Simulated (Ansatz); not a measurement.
Start from C (space group I4/mmm, No. 139; a model cell, its experimental status unchecked).

```xyz
4
Lattice="-2.1782 2.1782 1.2495 2.1782 -2.1782 1.2495 2.1782 2.1782 -1.2495" Properties=species:S:1:pos:R:3 pbc="T T T"
C      0.7855     0.7855     0.0000
C      1.3927    -1.3927     1.2495
C     -1.3927     1.3927     1.2495
C      1.3927     1.3927     1.2495
```

Cartesian axes are those of the cell as printed.

Level of theory: plane-wave PAW DFT at the PBEsol level (Ansatz, an electronic-structure program, 420 eV), no spin-orbit coupling.

Strains are applied to the cell and any free atomic positions relax.

One change was made to it. Results:

The smallest direct gap shrinks by 0.585 eV to 3.98 eV; the band gap drops by 0.08 eV to 2.19 eV.

Task: Which change produced these results?
A. isotropic strain −2.99 %
B. strain tensor (xx, yy, zz, yz, xz, xy) = (+1.16, −2.02, +1.40, −0.10, +0.78, −0.13) %
C. uniaxial strain ε_zz = −0.21 %

Result: B, strain tensor (xx, yy, zz, yz, xz, xy) = (+1.16, −2.02, +1.40, −0.10, +0.78, −0.13) %. For comparison, the band gap in the other runs: uniaxial strain ε_zz = −0.21 % gives 2.27 eV; isotropic strain −2.99 % gives 2.01 eV.

Whether these cells are dynamically stable was not tested. This is not the structure that C has at room temperature and ambient pressure.
